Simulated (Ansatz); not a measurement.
An Ansatz (an electronic-structure program) input (r2SCAN/PAW in Ansatz, scalar-relativistic without spin-orbit coupling):

Ansatz 0.2 input:
```yaml
crystal:
  lattice:
    - [0, 3.3653178424, 3.3653178424]
    - [3.3653178424, 0, 3.3653178424]
    - [3.3653178424, 3.3653178424, 0]
  atoms:
    - { symbol: Sn, position: [0, 0, 0] }
    - { symbol: Sn, position: [0.25, 0.25, 0.25] }
basis: { ecutwfc: 500, ecutrho_ratio: 4, xc_grid: 4, fft_grid_basis: typed }
kpoints: { mp_grid: { grid: [12, 12, 12] } }
hamiltonian:
  xc: r2scan
  dispersion: none
  pseudopotentials: { kind: paw }
scf: { occupations: { method: fermi_dirac, width: 0.05 }, convergence: { dr2_threshold: 0.0000000002 } }
relax: { f_tol: 0.005, max_steps: 50 }
output: { forces: true, stress: true }
checkpoint: { write: state.ck, write_every: 1000 }
```

Question: Which symmetry and how many k-points will the program report, and about how many plane waves at Γ?

Answer: Space group Fd-3m (ITA 227) with 48 operations, k-points 72 of 1728, and 1917 plane waves at Γ.

Question: And the final pressure?

Answer: -2.64 GPa (compression positive).

The cells carry an imposed strain or load. No phonon test of stability was made. The cell was made from Sn in the diamond structure (space group Fd-3m, No. 227) by this change: isotropic strain +2.50 %.
